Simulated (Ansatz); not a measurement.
Density of states of Mg2Ge (Fm-3m) above the conduction band minimum, HSE06, rigid bands run with Ansatz (a program for electronic structure); cell volume 64.4 Å³.

```tsv
energy from edge (eV)	10⁻³ states/eV/cell
0.006	12.0
0.031	31.5
0.056	44.4
0.081	56.1
0.106	67.8
0.131	79.2
0.156	91.2
0.181	104
0.206	119
0.231	134
0.256	149
0.281	164
0.319	187
0.344	201
0.369	217
0.394	233
0.419	247
0.444	262
0.469	275
0.494	290
0.519	303
0.544	344
0.569	371
0.594	394
```

### Question
What effective density of states at 300 K does this give (∫ g(E) exp(−E/k_BT) dE, both spins, divided by the cell's size)?

### Answer
1.0e19 cm⁻³, a density-of-states mass of 0.55 mₑ, valleys and band degeneracy included.

Spin-orbit coupling is left out. Geometry: cell and atoms relaxed with PBEsol.
